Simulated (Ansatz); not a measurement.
## HfB2: energy against volume

HfB2 (AlB2 type, P6/mmm, 9.958 Å³/atom and stress up to 0.01 GPa in the relaxed cell, c along z) under hydrostatic pressure, with the cell free. PBE in Ansatz, a plane-wave DFT program (PAW, default set), 420 eV, 17×17×13 Γ-centred mesh, Fermi-Dirac smearing 0.05 eV; ions are relaxed, or left where forces stay under 0.02 eV/Å, within the symmetry of each cell.

Here V stands for volume and E for E less E0.

```csv
volume (Å³/atom),E less E0 (meV/atom),pressure (GPa)
10.0388,0.51,-1.99
9.9975,0.13,-0.99
9.9577,0.00,-0.01
9.9222,0.10,0.89
9.8755,0.53,2.08
9.7849,2.38,4.49
9.6251,9.07,9.00
9.4305,23.58,15.00
9.0134,?,?
```

Taking the third-order Birch-Murnaghan form, a cubic in V^(-2/3) for E over the 8 complete rows: With u = V^(-2/3) - 0.2180, the rows have u = -0.0031120, -0.0025206, -0.0019468, -0.0014318, -0.0007496, 0.0005894, 0.0030022, 0.0060321. Least squares gives E = 1.402 + 1441.0·u + 370921·u² - 48069·u³. Residuals (row less fit): -0.001, 0.003, -0.003, 0.001, 0.000, 0.000, 0.000, 0.000; standard error 0.002 (degrees of freedom: 4). Its minimum lies at u = -0.0019417, so V0 = (0.2160583)^(-3/2) = 9.957. There d²E/du² = 742400 and d³E/du³ = -288400, so B0 = (4/9) × 9.957^(-7/3) × 742400 × 0.160218 = 248 GPa (the last factor turns the table's units into GPa), and B0' = 4 + (2/3) × 0.2160583 × (-288400)/742400 = 3.9. B0' rests on the cubic coefficient alone and has a standard error of 0.1 from these residuals.

Question: What does the fit predict for E at V = 9.0134, and how far is the calculated value from it?

Answer: u = 0.0128913, so E = 1.402 + 1441.0 × 0.0128913 + 370921 × 0.0128913² - 48069 × 0.0128913³ = 81.517 meV/atom. The calculation gives 81.46 meV/atom, 0.057 meV/atom below the prediction (0.1 % of the range of E in the table). The row lies outside the fitted rows, so this is an extrapolation. The scatter of the fitted rows lies at the last printed digit.

In a metal these values are sensitive to mesh and smearing; energies are taken to zero smearing, stresses follow the free energy. Other structures, which can take over under pressure, weren't tried. The same form fitted to the pressure column gives B0' = 3.9; series where the two differ by over 0.4 aren't shown. Rows are the converged runs of the series near zero and its far end, less any whose ions stayed unrelaxed beside relaxed ones; series whose fitted rows scatter by over a few per cent of the range, as at a crossing or softening among them, aren't shown in this form.
